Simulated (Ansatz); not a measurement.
Results of r²SCAN+SOC (Ansatz, a program for electronic structure, plane waves, PAW) for InSb (model structure, P6₃/mmc, No. 194, 4 atoms in the cell).

Excerpt of the program's output:

```
Crystal: 4 atoms, lattice volume = 110.889 Å³
Basis set: ecut = 560 eV, 3305 PW (Γ), exchange–correlation on 108×108×180 points (27 copies of the dense FFT grid, shifted against one another)
Bands: 68, of which v1, the nominal top of the filled ones, is band 56 counted from 1 (55 counted from 0)
Symmetry: 24 space group operations + 24 with time reversal
k-points: 185 of 2592
Initial density: superposition of atomic densities (chi_scale 0.1, normalization cell, long waves kept (reshape's long-wave potential 0.00 eV rms))
Functional: x = r2scan, c = r2scan; τ floored in thin density (d = 2e-4 eV/Å³)
spin=Noncollinear: Kerker preconditioning applied to the charge; magnetization (m_x, m_y, m_z) channels mix plain (no charge-response kernel on spin).
SCF 1 converged in 10 iterations: F = -24181.141658 eV  dr2 = 1.40e-10
SCF converged after 10 iterations
Free energy (F): -24181.141658 eV
Internal energy: -24181.126742 eV  (E = F + TS)
E sigma→0 (E₀):  -24181.134200 eV
Fermi energy:    9.852853 eV
--- Stress (GPa, compression-positive) ---
        1.833924       0.000000      -0.000000
        0.000000       1.833924       0.000000
       -0.000000       0.000000       1.047612
  P = ⅓ Tr σ = 1.5718 GPa (15.718 kbar)
```

Q: Write an input file that could have produced this run (the log leaves some choices open).

A: This is not unique; one that fits is 
Ansatz 0.2 input:
```yaml
crystal:
  lattice:
    - [4.1713928805, 0.0000002703, 0.0]
    - [-2.0856966743, 3.6125320685, 0.0]
    - [0.0, 0.0, 7.358625766]
  atoms:
    - { symbol: In, position: [0.0, 0.0, 0.0] }
    - { symbol: In, position: [0.0, 0.0, 0.5] }
    - { symbol: Sb, position: [0.3333333333, 0.6666666667, 0.25] }
    - { symbol: Sb, position: [0.6666666667, 0.3333333333, 0.75] }
basis:
  ecutwfc: 560
  ecutrho_ratio: 4
  xc_grid: 3
kpoints:
  mp_grid: { grid: [18, 18, 8] }
hamiltonian:
  xc: r2scan
  dispersion: none
  pseudopotentials: { kind: paw }
scf:
  occupations: { method: fermi_dirac, width: 0.05 }
  convergence: { dr2_threshold: 0.0000000004 }
output:
  forces: true
  stress: true
  eigenvalues: true
magnetization:
  noncollinear: true
  spin_orbit: true
```

The PAW data were made under PBE.

Note: the relaxation could raise the start's symmetry but not lower it, so the cell can be a saddle point. Note: cell and atoms aren't relaxed at this level (pressure 1.6 GPa).

A model structure was made by putting elements into a prototype or built by hand; it is no filed structure, need not be a known phase, and can be a saddle point held by its symmetry.
